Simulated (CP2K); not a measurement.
Worked example: self-consistent single point of SrO (Fm-3m, 16 atoms in the cell) in CP2K.

Method: PBE, GPW, DZVP-MOLOPT-SR-GTH basis, GTH-PBE potentials (GTH_POTENTIALS) (CP2K 2026.2).

The change in words: 2 x 2 x 2 supercell, mesh divided and rounded up; ADDED_MOS: 4 → 21; KPOINTS/SCHEME: MONKHORST-PACK 11 11 11 → MONKHORST-PACK 6 6 6; GAMMA_CENTERED: default → T. Reference geometry:
```
SrO
1.0
    3.68033     0.00000     0.00000
    1.84017     3.18726     0.00000
    1.84017     1.06242     3.00498
Sr O
1 1
Direct
  0.50000   0.50000   0.50000
  0.00000   0.00000   0.00000
```

Reference input (self-consistent single point, DFT PBE, GPW, DZVP-MOLOPT-SR-GTH basis, GTH-PBE potentials (GTH_POTENTIALS)): CUTOFF = 500 Ry; REL_CUTOFF = 60 Ry; SMEAR/METHOD = FERMI_DIRAC; ELECTRONIC_TEMPERATURE = 232.09 K; KPOINTS/SCHEME = MONKHORST-PACK 11 11 11; XC_FUNCTIONAL = PBE; Sr/BASIS_SET = DZVP-MOLOPT-SR-GTH; Sr/POTENTIAL = GTH-PBE-q10; O/BASIS_SET = DZVP-MOLOPT-SR-GTH; O/POTENTIAL = GTH-PBE-q6; METHOD = GPW; EPS_DEFAULT = 1e-10. This run's input differs from it in these lines:

```diff
@@ -24,3 +24,3 @@
       MAX_SCF 100
-      ADDED_MOS 4
+      ADDED_MOS 21
       &DIAGONALIZATION
@@ -40,3 +40,4 @@
     &KPOINTS
-      SCHEME MONKHORST-PACK 11 11 11
+      SCHEME MONKHORST-PACK 6 6 6
+      GAMMA_CENTERED T
     &END KPOINTS
@@ -63,5 +64,5 @@
     &CELL
-      A 3.68033200 0.00000000 0.00000000
-      B 1.84016600 3.18726100 0.00000000
-      C 1.84016600 1.06242000 3.00497900
+      A 7.36066500 0.00000000 0.00000000
+      B 3.68033200 6.37452300 0.00000000
+      C 3.68033200 2.12484100 6.00995800
       PERIODIC XYZ
@@ -69,4 +70,18 @@
     &COORD
-      Sr       3.68033200     2.12484050     1.50248950
+      Sr       3.68033225     2.12484100     1.50248950
+      Sr       5.52049825     3.18726150     4.50746850
+      Sr       5.52049825     5.31210250     1.50248950
+      Sr       7.36066425     6.37452300     4.50746850
+      Sr       7.36066475     2.12484100     1.50248950
+      Sr       9.20083075     3.18726150     4.50746850
+      Sr       9.20083075     5.31210250     1.50248950
+      Sr      11.04099675     6.37452300     4.50746850
       O        0.00000000     0.00000000     0.00000000
+      O        1.84016600     1.06242050     3.00497900
+      O        1.84016600     3.18726150     0.00000000
+      O        3.68033200     4.24968200     3.00497900
+      O        3.68033250     0.00000000     0.00000000
+      O        5.52049850     1.06242050     3.00497900
+      O        5.52049850     3.18726150     0.00000000
+      O        7.36066450     4.24968200     3.00497900
     &END COORD
```

Log, with long lists cut:

```
 SCF WAVEFUNCTION OPTIMIZATION

  Step     Update method      Time    Convergence         Total energy    Change
     1 NoMix/Diag. 0.20E+00      -     1.91933136      -376.5956582245 -3.77E+02
     2 Broy./Diag. 0.20E+00      -     0.16348978      -359.3653369506  1.72E+01
     3 Broy./Diag. 0.20E+00      -     0.22534555      -369.2355850036 -9.87E+00
     4 Broy./Diag. 0.20E+00      -     0.06554548      -376.0087870055 -6.77E+00
     5 Broy./Diag. 0.20E+00      -     0.06959885      -372.6789915236  3.33E+00
     6 Broy./Diag. 0.20E+00      -     0.01034874      -375.2293918159 -2.55E+00
     7 Broy./Diag. 0.20E+00      -     0.00366635      -375.0213514393  2.08E-01
     8 Broy./Diag. 0.20E+00      -     0.00243618      -375.1639091984 -1.43E-01
     9 Broy./Diag. 0.20E+00      -     0.00010606      -375.0837212841  8.02E-02
    10 Broy./Diag. 0.20E+00      -     0.00030438      -375.0857513750 -2.03E-03
    11 Broy./Diag. 0.20E+00      -     0.00000754      -375.0791744219  6.58E-03
    12 Broy./Diag. 0.20E+00      -     0.00003598      -375.0790271459  1.47E-04
    13 Broy./Diag. 0.20E+00      -     0.00000045      -375.0785773509  4.50E-04
  *** SCF run converged in    13 steps ***

  Overlap energy of the core charge distribution:               0.00000000000000
  Self energy of the core charge distribution:               -802.36764292178793
  Core Hamiltonian energy:                                    198.27858423916990
  Hartree energy:                                             292.86211320332450
  Exchange-correlation energy:                                -63.85163187165104
  Electronic entropic energy:                                  -0.00000000000000
  Fermi energy:                                                 0.25036878331088

  Total energy:                                              -375.07857735094461
  Total energy (extrapolated to T->0):                       -375.07857735094461

   [... lines left out ...]

 STRESS| Analytical stress tensor [bar]
 STRESS|                        x                   y                   z
 STRESS|      x        4.59847268099E+03   2.65622526209E+01   1.87823508746E+01
 STRESS|      y        2.65622526209E+01   4.56870700168E+03   1.08617443823E+01
 STRESS|      z        1.87823508746E+01   1.08617443823E+01   4.56070093737E+03
 STRESS| 1/3 Trace                                             4.57596020668E+03
```

The run converged in 13 iterations. Against the reference run the free energy hardly moves (within 1 meV/atom), the pressure moves little (0.45 to 0.46 GPa) and the gap on the mesh goes from 3.477 to 3.431 eV.

The starting cell comes from a database of computed structures (which also holds hypothetical and non-ambient phases and stackings), without a prior relaxation at this level. Its lattice was rescaled by a random factor within 2.5 % of one. Values carry the incompleteness of an atom-centred basis.

Cost on one core of a shared machine: roughly 70 s.
